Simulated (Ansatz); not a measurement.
The reference is Lu in the hcp (Mg type) structure (space group P6_3/mmc, No. 194; a = 3.5071 Å, c = 5.4621 Å).

The values are results of DFT with PBE, PAW potentials and a 420 eV plane-wave cutoff in Ansatz (a quantum-chemistry and plane-wave program), no spin-orbit coupling, not measurements.

Before the change:

```
Property              Result
-------------------  -------
Lattice parameter a  3.507 Å
```

Modification: a hydrostatic pressure of 2.1 GPa.

Question: Estimate the effect on the lattice parameter a.

Answer: The lattice parameter a drops by 0.047 Å to 3.460 Å.

Load acts through the strain it causes; cell and atoms are relaxed under it. Stability against distortions was not tested.
